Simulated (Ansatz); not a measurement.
Data:

```
CuI
1.0
    4.23748     0.00000     0.00000
    0.00000     4.23748     0.00000
    2.11874    -2.11874     3.03148
Cu I
1 1
Cartesian
  0.00000   0.00000   0.00000
  4.23748   2.11874   1.51574
```

No spin polarisation.

The values are results of r2SCAN/PAW in Ansatz (a quantum-chemistry and plane-wave program), spin-orbit coupling left out, not measurements. Γ-centred 10×10×10 mesh, Fermi–Dirac width 0.05 eV.

Predict the band gap, electron mass, pressure and gap character.


- Band gap: 1.67 eV
- Electron mass: 0.18 mₑ (at Γ)
- Pressure (mean of the normal stresses, compression positive): 0.15 GPa
- Gap character: direct at Γ

Spin-orbit coupling, missing from the scalar runs, can matter with I. The cells carry an imposed strain or load. Effective masses come from finite differences of ±0.01 Å⁻¹. Stability against distortions was not tested. The final runs are not spin-polarised. The cell was made from CuI in the zinc blende structure (space group F-43m, No. 216) by this change: biaxial strain −0.50 %, plane normal [001], relaxed out of plane.
